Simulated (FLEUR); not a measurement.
Band structure of Co3Os (I4/mmm, 4 atoms in the cell).

```yaml
crystal:
  lattice:
    - [-1.82926, 1.82926, 3.64722]
    - [1.82926, -1.82926, 3.64722]
    - [1.82926, 1.82926, -3.64722]
  atoms:
    - { symbol: Co, position: [0.75000, 0.25000, 0.50000], spin: 3.0 }
    - { symbol: Co, position: [0.25000, 0.75000, 0.50000], spin: 3.0 }
    - { symbol: Co, position: [0.50000, 0.50000, 0.00000], spin: 3.0 }
    - { symbol: Os, position: [0.00000, 0.00000, 0.00000] }
```
(The spins are starting values, not results.)

Level of theory: PBEsol, all-electron FLAPW (FLEUR), scalar-relativistic valence.

Settings: Kmax = 3.5 1/bohr; GmaxXC = 10.5 1/bohr; xcFunctional = PBEs; jspins = 2; l_soc = F; mode = hist; fermiSmearingEnergy = 0.00999582 Htr; mesh (inpgen div1-3) = 7 7 7; inpgen gamma flag = false; Gmax = 10.5 1/bohr; numbands = 0; maxIterBroyd = 25; imix = Anderson; alpha = 0.05.

The starting cell comes from a database of computed structures (which also holds hypothetical and non-ambient phases and stackings), without a prior relaxation at this level. Its lattice was rescaled by a random factor within 2.5 % of one. Spin-orbit coupling is off. Values depend on the basis (sphere radii, cutoffs, local orbitals), which need not be converged.

Levels in eV from the Fermi level, bands 27 to 34 of the first spin channel:
```json
[
 {"point": "Γ", "27": "-0.91", "28": "-0.30", "29": "-0.14", "30": "0.13", "31": "0.43", "32": "0.43", "33": "1.38", "34": "2.44"},
 {"point": "X", "27": "-1.08", "28": "-0.93", "29": "-0.23", "30": "-0.10", "31": "0.05", "32": "0.32", "33": "0.45", "34": "0.55"},
 {"point": "Y", "27": "-1.14", "28": "-1.04", "29": "-0.88", "30": "-0.69", "31": "0.37", "32": "0.41", "33": "0.64", "34": "0.75"},
 {"point": "S", "27": "-1.21", "28": "-1.17", "29": "-0.76", "30": "-0.53", "31": "-0.47", "32": "-0.08", "33": "0.83", "34": "1.15"},
 {"point": "Z", "27": "-0.72", "28": "-0.61", "29": "-0.16", "30": "0.45", "31": "0.72", "32": "0.93", "33": "0.93", "34": "1.26"},
 {"point": "S1", "27": "-1.21", "28": "-1.17", "29": "-0.76", "30": "-0.53", "31": "-0.47", "32": "-0.08", "33": "0.83", "34": "1.15"},
 {"point": "N", "27": "-1.27", "28": "-1.09", "29": "-0.87", "30": "-0.65", "31": "-0.36", "32": "-0.31", "33": "0.63", "34": "1.00"},
 {"point": "P", "27": "-1.88", "28": "-1.80", "29": "-0.73", "30": "-0.05", "31": "-0.05", "32": "0.36", "33": "0.93", "34": "0.93"},
 {"point": "Y1", "27": "-1.14", "28": "-1.04", "29": "-0.88", "30": "-0.69", "31": "0.37", "32": "0.41", "33": "0.64", "34": "0.75"}
]
```
